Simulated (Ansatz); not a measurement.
System: Al2Cu (I4/mcm, No. 140). Method: r²SCAN in Ansatz (PAW).

Run with plane-wave cutoff 600 eV, 18×18×18 k mesh, Fermi–Dirac smearing 0.09 eV (set by the program), no spin polarisation, scalar-relativistic PAW data made under PBE.

Computed at the level's own relaxed cell.

Elastic tensor (GPa, Voigt notation, ions relaxed):

```
  190.5    84.7    68.5     0.0     0.0     0.0
   84.7   190.5    68.5     0.0     0.0     0.0
   68.5    68.5   202.2     0.0     0.0     0.0
    0.0     0.0     0.0    30.3     0.0     0.0
    0.0     0.0     0.0     0.0    30.3     0.0
    0.0     0.0     0.0     0.0     0.0    51.2
```

### Question
Work out the Voigt, Reuss and Hill averages of the bulk and shear moduli, Young's modulus and Poisson's ratio from the printed constants.

### Answer
K_V = [C11 + C22 + C33 + 2(C12 + C13 + C23)]/9 = [583.2 + 2 × 221.7]/9 = 114.1 GPa. G_V = [583.2 − 221.7 + 3 × 111.8]/15 = 46.5 GPa. From the compliances S = C⁻¹, K_R = 114.1 and G_R = 41.9 GPa. Hill means: K = 114.1, G = 44.2 GPa. E = 9KG/(3K + G) = 117 GPa, ν = (3K − 2G)/(6K + 2G) = 0.33, K/G = 2.58.

The computed numbers hold no vibrational or temperature effects.

Ansatz is an electronic-structure program.
